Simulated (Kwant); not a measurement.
Model system: quantum point contact (saddle potential) in a InAs two-dimensional gas. Effective mass 0.023 mₑ, grid spacing 5 nm, hard walls, nominal width 100 nm (19 grid rows, so walls 100 nm apart), one parabolic valley, scattering region 300 nm long along x; energies count from the band bottom; Fermi energy 0.0276 eV. Potential (V0 + ½k y²) cos²(πx/L) for |x| < L/2, with V0 swept from 0.02898 to 0 eV, k = 0.00013 eV/nm², L = 220 nm. Perpendicular field 0.5 T, also in the leads; orbital effect alone.

The device is made up for the run: typed textbook-type constants, with dimensions and the other settings drawn at random.

Model: effective-mass tight-binding model on a square grid, one spin, coherent transport at 0 K (Kwant). Conductance is in e²/h.

Sweep values stay those of the base run.

The magnetic field was swept, all else fixed.

| magnetic field (T) | G (e²/h) at V0 = 21.84 meV |
|---|---|
| 0 | 0.0086 |
| 0.12 | 0.0086 |
| 0.25 | 0.0084 |
| 0.41 | 0.0080 |
| 0.5 | 0.0077 |
| 0.62 | 0.0073 |
| 1 | 0.0055 |

From the first row to the last the G at V0 = 21.84 meV goes from 0.0086 to 0.0055.
